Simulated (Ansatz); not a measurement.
Take HfN in the rock salt structure (space group Fm-3m, No. 225; relaxed with 0.1 eV smearing) as the base.

```yaml
crystal:
  lattice:
    - [0.00000, 2.23415, 2.23415]
    - [2.23415, 0.00000, 2.23415]
    - [2.23415, 2.23415, 0.00000]
  atoms:
    - { symbol: Hf, position: [0.00000, 0.00000, 0.00000] }
    - { symbol: N, position: [0.50000, 0.50000, 0.50000] }
```

Cartesian axes are those of the cell as printed.

Computed with LDA, PAW, 420 eV (Ansatz, an electronic-structure program; no spin-orbit coupling).

Perturbation: biaxial strain +1.00 %, plane normal [001], relaxed out of plane (Cartesian); in-plane vectors clamped, the third vector and the atoms free.

Question: Predict the new ratio −ε⊥/ε∥ and energy relative to the base.

Answer: The ratio −ε⊥/ε∥ is 0.33; the energy increases by 5.0 meV/atom.

Whether these cells are dynamically stable was not tested. The final runs are not spin-polarised. An odd electron count without spin: HfN.
